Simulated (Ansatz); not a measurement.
The reference is BaTiO3 in the cubic perovskite structure (space group Pm-3m, No. 221; a = 3.970 Å). Axes: x, y, z lie along the cube axes.

The values are results of PBEsol, PAW, 420 eV (Ansatz, a first-principles code; without spin-orbit coupling), earlier PAW set, not measurements.

Before the change:

The smallest direct gap is 1.89 eV. The band gap is 1.82 eV.

It is then changed as follows: uniaxial stress, 0.5 GPa tension along z; all other stress components relax to zero.

Q: Estimate the effect on the smallest direct gap.

A: The smallest direct gap stays 1.89 eV.

Q: What happens to the strain response?

A: The strain response (xx, yy, zz) comes out as (−0.05, −0.05, +0.19) %.

Q: What happens to the energy relative to the base?

A: The energy stays essentially unchanged.

Q: What happens to the band gap?

A: The band gap hardly moves (1.82 eV against 1.81 eV).

Stability under load was not tested beyond the relaxation. The final runs are not spin-polarised. Many cubic perovskites are stable only at high temperature; tilts and polar distortions were not tested. This is not the structure that BaTiO3 has at room temperature and ambient pressure.
